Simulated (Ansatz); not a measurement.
NiSi (Pmmn, No. 59, 4 atoms in the cell; start mp-999192; another space group than a measured phase of this formula) was calculated with r²SCAN+rVV10 (Ansatz, an electronic-structure program, plane waves, PAW).

Input:

Ansatz 0.2 input:
```yaml
crystal:
  lattice:
    - [2.911486304, 0.0, 0.0]
    - [0.0, 3.2667238272, 0.0]
    - [0.0, 0.0, 4.6331902873]
  atoms:
    - { symbol: Si, position: [0.0, 0.0, 0.1565928735] }
    - { symbol: Si, position: [0.5, 0.5, 0.8434071265] }
    - { symbol: Ni, position: [0.0, 0.0, 0.6564556506] }
    - { symbol: Ni, position: [0.5, 0.5, 0.3435443494] }
basis:
  ecutwfc: 560
  ecutrho_ratio: 4
  xc_grid: 3
kpoints:
  mp_grid: { grid: [18, 16, 12] }
hamiltonian:
  xc: r2scan
  dispersion: rvv10
  pseudopotentials: { azcp: { folder: ./paw }, kind: paw }
scf:
  occupations: { method: fermi_dirac, width: 0.05 }
output:
  forces: true
  stress: true
  eigenvalues: true
relax:
  f_tol: 0.004
  escape_saddle: false
  max_steps: 80
  cell: { stress_tol: 0.02, fix: [volume] }
```

Output (set-up and result lines):

```
Relaxation: its limit of steps is 80 (relax.max_steps)
Crystal: 4 atoms, lattice volume = 44.066 Å³
Basis set: ecut = 560 eV, 1331 PW (Γ), exchange–correlation on 72×81×108 points (27 copies of the dense FFT grid, shifted against one another)
Bands: 27, of which v1, the nominal top of the filled ones, is band 22 counted from 1 (21 counted from 0)
Symmetry: 8 space group operations
Space group: Pmmn (ITA 59), of the structure as read, at distance tolerance 3.5e-5 Å
k-points: 630 of 3456
Initial density: superposition of atomic densities (chi_scale 0.1, normalization cell, long waves kept (reshape's long-wave potential 0.00 eV rms))
Functional: x = r2scan, c = r2scan + rvv10(b = 11.95, C = 0.0093); τ floored in thin density (d = 2e-4 eV/Å³)
SCF iter   1: F=—  HF=-12968.143869 eV  |F-HF|=—  |Δ(HF+E_count)|=         —  Δρ=1.10e-1  dr2=5.27e0  dr2_τ=1.95e-1
SCF iter   2: F=—  HF=-12968.019511 eV  |F-HF|=—  |Δ(HF+E_count)|=   1.24e-1  Δρ=9.94e-2  dr2=2.02e0  dr2_τ=1.85e-2
  ...
SCF 1 converged in 10 iterations: F = -12967.555838 eV  dr2 = 4.62e-9
Crystal: 4 atoms, lattice volume = 44.066 Å³
Initial density: handed on by an earlier stage of this run
SCF 2 converged in 6 iterations: F = -12967.556726 eV  dr2 = 8.97e-8
Crystal: 4 atoms, lattice volume = 44.066 Å³
Basis set: ecut = 560 eV, 1335 PW (Γ), exchange–correlation on 72×81×108 points (27 copies of the dense FFT grid, shifted against one another)
SCF 3 converged in 6 iterations: F = -12967.557141 eV  dr2 = 1.09e-7
Crystal: 4 atoms, lattice volume = 44.066 Å³
SCF 4 converged in 6 iterations: F = -12967.557182 eV  dr2 = 8.63e-9
Crystal: 4 atoms, lattice volume = 44.066 Å³
SCF 5 converged in 5 iterations: F = -12967.557183 eV  dr2 = 9.31e-10
Crystal: 4 atoms, lattice volume = 44.066 Å³
SCF iter   5: F=—  HF=-12967.557192 eV  |F-HF|=—  |Δ(HF+E_count)|=  1.09e-11  Δρ=1.45e-7  dr2=7.35e-12  dr2_τ=4.48e-13
SCF iter   6: F=-12967.557192 eV  HF=-12967.557192 eV  |F-HF|=0.00e0  |Δ(HF+E_count)|=  1.09e-11  Δρ=6.71e-8  dr2=1.12e-12  dr2_τ=2.74e-14
SCF 6 converged in 6 iterations: F = -12967.557192 eV  dr2 = 1.12e-12
SCF converged after 6 iterations
Free energy (F): -12967.557192 eV
Internal energy: -12967.549095 eV  (E = F + TS)
E sigma→0 (E₀):  -12967.553143 eV
Fermi energy:    16.619897 eV
--- Forces (eV/Å), atoms counted from 1 ---
  atom   1  Si     0.00000000     0.00000000     0.00040608
  atom   2  Si     0.00000000    -0.00000000    -0.00040608
  atom   3  Ni     0.00000000     0.00000000    -0.00035893
  atom   4  Ni    -0.00000000    -0.00000000     0.00035893
--- Stress (GPa, compression-positive) ---
        3.894994       0.000000       0.000000
        0.000000       3.901562       0.000000
        0.000000       0.000000       3.902867
  P = ⅓ Tr σ = 3.8998 GPa (38.998 kbar)
```

The cell is one volume of an energy–volume scan, off the minimum.

The PAW data were made under PBE.

Note: the run has no spin polarisation, so it can have missed a magnetic state. Note: the relaxation could not lower the start's symmetry, so the cell can be a saddle point above a distorted one.

Computing time: roughly 4 core-minutes.

A start named mp-… is a Materials Project structure, which need not be a measured phase.
